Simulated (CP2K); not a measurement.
Input and output of a self-consistent single point for BaZrO3 (Pm-3m, 5 atoms in the cell) (CP2K).

Level of theory: PBE, GPW, DZVP-MOLOPT-PBE-GTH basis, GTH-PBE potentials (POTENTIAL_UZH) (CP2K).

The change in words: lattice scaled by 0.98. Reference geometry:
```
CELL_PARAMETERS angstrom
      4.19000     0.00000     0.00000
      0.00000     4.19000     0.00000
      0.00000     0.00000     4.19000
ATOMIC_POSITIONS crystal
  Ba 0.00000 0.00000 0.00000
  Zr 0.50000 0.50000 0.50000
  O  0.50000 0.00000 0.50000
  O  0.00000 0.50000 0.50000
  O  0.50000 0.50000 0.00000
```

Reference input (self-consistent single point, DFT PBE, GPW, DZVP-MOLOPT-PBE-GTH basis, GTH-PBE potentials (POTENTIAL_UZH)): CUTOFF = 500 Ry; REL_CUTOFF = 50 Ry; SMEAR/METHOD = FERMI_DIRAC; ELECTRONIC_TEMPERATURE = 232.09 K; KPOINTS/SCHEME = MONKHORST-PACK 8 8 8; GAMMA_CENTERED = T; XC_FUNCTIONAL = PBE; Ba/BASIS_SET = DZVP-MOLOPT-PBE-GTH-q10; Ba/POTENTIAL = GTH-PBE-q10; Zr/BASIS_SET = DZVP-MOLOPT-PBE-GTH-q12; Zr/POTENTIAL = GTH-PBE-q12; O/BASIS_SET = DZVP-MOLOPT-PBE-GTH-q6. This run's input differs from it in these lines:

```diff
@@ -63,3 +63,3 @@
     &CELL
-      ABC 4.19000000 4.19000000 4.19000000
+      ABC 4.10620000 4.10620000 4.10620000
       ALPHA_BETA_GAMMA 90.00000000 90.00000000 90.00000000
@@ -69,6 +69,6 @@
       Ba       0.00000000     0.00000000     0.00000000
-      Zr       2.09500000     2.09500000     2.09500000
-      O        2.09500000     0.00000000     2.09500000
-      O        0.00000000     2.09500000     2.09500000
-      O        2.09500000     2.09500000     0.00000000
+      Zr       2.05310000     2.05310000     2.05310000
+      O        2.05310000     0.00000000     2.05310000
+      O        0.00000000     2.05310000     2.05310000
+      O        2.05310000     2.05310000     0.00000000
     &END COORD
```

Output, abridged:

```
 SCF WAVEFUNCTION OPTIMIZATION

  Step     Update method      Time    Convergence         Total energy    Change
     1 NoMix/Diag. 0.40E+00      -     1.21316198      -121.4558348529 -1.21E+02
     2 Broy./Diag. 0.40E+00      -     0.20264510      -116.9461505371  4.51E+00
     3 Broy./Diag. 0.40E+00      -     0.04103818      -121.7224550216 -4.78E+00
     4 Broy./Diag. 0.40E+00      -     0.06545828      -120.5267077034  1.20E+00
     5 Broy./Diag. 0.40E+00      -     0.00756805      -120.6079727602 -8.13E-02
     6 Broy./Diag. 0.40E+00      -     0.00452993      -120.5412145463  6.68E-02
   [... 2 lines left out ...]
     9 Broy./Diag. 0.40E+00      -     0.00001741      -120.5544744456 -3.87E-04
    10 Broy./Diag. 0.40E+00      -     0.00001048      -120.5544152229  5.92E-05
    11 Broy./Diag. 0.40E+00      -     0.00000163      -120.5543772297  3.80E-05
    12 Broy./Diag. 0.40E+00      -     0.00000043      -120.5543744270  2.80E-06
  *** SCF run converged in    12 steps ***

  Overlap energy of the core charge distribution:               0.00000000005028
  Self energy of the core charge distribution:               -261.99800601375915
  Core Hamiltonian energy:                                     65.39808693184413
  Hartree energy:                                              96.54726263010033
  Exchange-correlation energy:                                -20.50171797520931
  Electronic entropic energy:                                  -0.00000000000000
  Fermi energy:                                                 0.41221904353665

  Total energy:                                              -120.55437442697368
  Total energy (extrapolated to T->0):                       -120.55437442697368

                     Mulliken Population Analysis

   [... lines left out ...]

 STRESS| Analytical stress tensor [bar]
 STRESS|                        x                   y                   z
 STRESS|      x        1.91170808652E+05   1.63851661929E-05   1.63840129861E-05
 STRESS|      y        1.63851661929E-05   1.91170786711E+05   1.63839802782E-05
 STRESS|      z        1.63840129861E-05   1.63839802782E-05   1.91170834210E+05
 STRESS| 1/3 Trace                                             1.91170809858E+05
```

The run converged in 12 iterations. Against the reference run the free energy goes up by 68.4 meV/atom, the pressure goes from 6.86 to 19.12 GPa and the gap on the mesh goes from 3.142 to 3.262 eV.

The starting cell has typed, rounded lattice constants, without a prior relaxation at this level. For this run, on top of that: lattice scaled by 0.98. Values carry the incompleteness of an atom-centred basis. With a pressure of about 19 GPa the cell is away from its equilibrium volume at this level.

Cost on one core of a shared machine: roughly 70 s.
